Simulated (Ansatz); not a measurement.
## BP in the zinc blende structure (space group F-43m, No. 216)

BP has the cubic space group F-43m (No. 216), the zinc blende structure, Pearson symbol cF8. Conventional cell: a = b = c = 4.548 Å, α = β = γ = 90.00°. P on 4c has 4 B at 1.970 Å (tetrahedral). B on 4a is surrounded by 4 P at 1.970 Å (tetrahedral). (Neighbours: up to the widest gap in distance over summed covalent radii, below 1.35, at either atom.)
(The calculation used a cell of 2 atoms; values per cell refer to that cell.)

Method: PBE in Ansatz (plane waves to 420 eV, PAW, no spin-orbit coupling). Γ-centred 12×12×12 mesh, Fermi–Dirac width 0.05 eV.

The volume per atom comes out as 11.76 Å³ and the density comes out as 2.95 g/cm³. The band gap is 1.25 eV, indirect, Γ → Γ–X (83 % along) and the electron mass comes out as 1.3 mₑ along k, 0.23 mₑ across. The hole mass (degenerate bands, along [100]) is 0.26, 0.26, 0.33 mₑ, the lowest conduction-band minima above the VBM is a point along ⟨100⟩, about 1.2 Å⁻¹ from Γ 1.25 eV and the total energy comes out as -456.224 eV/atom (σ→0; compares only within this code and set-up).

Effective masses come from finite differences of ±0.01 Å⁻¹. Along k means along the line from Γ to the band edge. Gaps are read on the SCF mesh and a high-symmetry path. Stability against distortions was not tested.

Ansatz is a quantum-chemistry and plane-wave program.
